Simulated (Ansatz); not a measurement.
**MnV2O6 (C2/m, No. 12)**

Calculation: r²SCAN (plane waves, PAW; Ansatz, a quantum-chemistry and plane-wave program).

Run with plane-wave cutoff 500 eV, 12×12×6 k mesh (along the axes of the cell as run), Fermi–Dirac smearing 0.05 eV, spin-polarised with parallel moments, scalar-relativistic PAW data made under PBE.

Cell: relaxed at this level.

| Quantity | Result |
|---|---|
| equilibrium volume per atom | 11.15 Å³/atom |
| band gap | 0.73 eV (on the SCF k mesh) |

Note: the magnetic order was assumed, not searched for or taken from measurement.

The computed numbers hold no vibrational or temperature effects.
